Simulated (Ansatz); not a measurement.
C (model structure, Pn-3m, No. 224, 10 atoms in the cell), treated with PBEsol in Ansatz (plane waves, PAW).

Numerical settings: plane-wave cutoff 520 eV, 8×8×8 k mesh, Fermi–Dirac smearing 0.01 eV, scalar-relativistic PAW data made under PBE.

Cell (relaxed with PBEsol):

```cif
data_C10
_chemical_formula_sum 'C10'
_space_group_name_H-M_alt 'Pn-3m :1'
_space_group_IT_number 224
_space_group_name_Hall 'P 4n 2 3 -1n'
_cell_length_a 4.81403
_cell_length_b 4.81403
_cell_length_c 4.81403
_cell_angle_alpha 90.000
_cell_angle_beta 90.000
_cell_angle_gamma 90.000
loop_
_atom_site_label
_atom_site_type_symbol
_atom_site_symmetry_multiplicity
_atom_site_Wyckoff_symbol
_atom_site_fract_x
_atom_site_fract_y
_atom_site_fract_z
_atom_site_occupancy
C1 C 2 a 0.00000 0.00000 0.00000 1
C2 C 8 e 0.17754 0.17754 0.17754 1
```

Problem. Predict the band gap, smallest direct gap on the k points sampled and Γ–Γ gap.

Solution. 
* **band gap**: 4.10 eV (indirect)
* **smallest direct gap on the k points sampled**: 4.39 eV
* **Γ–Γ gap**: 4.69 eV

Note: the relaxation could raise the start's symmetry but not lower it, so the cell can be a saddle point.

Computed values are for the static lattice.

Cost on a shared machine: about 18 core-seconds (a rough figure).

A model structure was made by putting elements into a prototype or built by hand; it is no filed structure, need not be a known phase, and can be a saddle point held by its symmetry.

Ansatz is an electronic-structure program.
